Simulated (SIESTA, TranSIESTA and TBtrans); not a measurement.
System: Pd chain with one bond stretched by 0.3 Å. Leads: straight Pd chain, spacing 2.5 Å. Geometry: as built, not relaxed. Transport runs along z; the first 6 and the last 6 of the 18 atoms are the lead cells, repeated to infinity.

```xyz
18
Lattice="9.000 0.000 0.000 0.000 9.000 0.000 0.000 0.000 45.300" Properties=species:S:1:pos:R:3 pbc="F F T"
Pd     4.500     4.500     0.000
Pd     4.500     4.500     2.500
Pd     4.500     4.500     5.000
Pd     4.500     4.500     7.500
Pd     4.500     4.500    10.000
Pd     4.500     4.500    12.500
Pd     4.500     4.500    15.000
Pd     4.500     4.500    17.500
Pd     4.500     4.500    20.000
Pd     4.500     4.500    22.800
Pd     4.500     4.500    25.300
Pd     4.500     4.500    27.800
Pd     4.500     4.500    30.300
Pd     4.500     4.500    32.800
Pd     4.500     4.500    35.300
Pd     4.500     4.500    37.800
Pd     4.500     4.500    40.300
Pd     4.500     4.500    42.800
```
Starting moments (μB): atom 7 +0.7, atom 8 +0.7, atom 9 +0.7, atom 10 +0.7, atom 11 +0.7, atom 12 +0.7; lead atoms +0.7 (left) and +0.7 (right).

Run with TranSIESTA and TBtrans (open boundaries, self-consistent; PseudoDojo norm-conserving potentials, scalar-relativistic): Spin polarized, PAO.BasisSize DZP, PAO.EnergyShift 0.15 eV, XC.Authors PBE, Mesh.Cutoff 200 Ry, ElectronicTemperature 300 K, TS.Voltage 0.0 eV, TBT.Elecs.Eta 0.001 eV.

Energies count from the leads' Fermi level. Transmissions are for each spin. The energy step is 0.01 eV; narrower resonances are cut or missed.

```tsv
E (eV)	T up	T down
-0.20	2.80	4.75
-0.15	1.83	3.35
-0.10	0.993	3.40
-0.05	0.952	3.44
0.00	0.957	3.48
0.05	0.960	3.50
0.10	0.963	3.52
0.15	0.965	3.52
0.20	0.967	3.49
```

Question: Give the zero-bias conductance in μS and the resistance at 300 K.

Answer: At the Fermi level the mean of both spins is (0.957 + 3.48)/2 = 2.22. Averaged with −∂f/∂E over the full grid (kT = 25.9 meV) it is 2.22. With G0 = 2e²/h = 77.48 μS, G = 172 μS and R = 1/G = 5.81 kΩ.

Question: The eigenchannels at the Fermi level (both spins) transmit 0.957, 0.974, 0.893, 0.893, 0.720. What Fano factor of the shot noise follows at low temperature and bias?

Answer: F = Σ τ(1 − τ)/Σ τ = 0.459/4.44 = 0.10.

The magnetic order of the leads was set by the start, and no other order was tried; the separate lead runs end at 0.76 (left) and 0.76 (right) μB an atom. The straight chain is held at its spacing; free chains may zigzag or dimerise.
